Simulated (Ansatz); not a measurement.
The reference is TiC in the rock salt structure (space group Fm-3m, No. 225; relaxed with 0.1 eV smearing).

```xyz
2
Lattice="0.0000 2.1639 2.1639 2.1639 0.0000 2.1639 2.1639 2.1639 0.0000" Properties=species:S:1:pos:R:3 pbc="T T T"
C      0.0000     0.0000     0.0000
Ti     2.1639     2.1639     2.1639
```

Cartesian axes are those of the cell as printed.

Calculations: r2SCAN (Ansatz, a first-principles code, PAW, no SOC).

Before the change:

- Shortest interatomic distance = 216.4 pm
- Band gap = zero
- Pressure = 0.0 GPa

Now apply this change: a pure shear with ε_xy = ε_yx = -0.0049, atoms relaxed at fixed cell.

**Question.** What does the calculation give for the shortest interatomic distance after the change?

**Answer.** The shortest interatomic distance remains 216.4 pm.

**Question.** What happens to the energy relative to the base?

**Answer.** The energy goes up by 0.6 meV/atom.

**Question.** What does the calculation give for the band gap after the change?

**Answer.** The band gap is still zero.

**Question.** What does the calculation give for the pressure after the change?

**Answer.** The pressure (mean of the normal stresses, compression positive) stays 0.0 GPa.

The cells carry an imposed strain or load. Stability against distortions was not tested. All final runs are without spin polarisation.
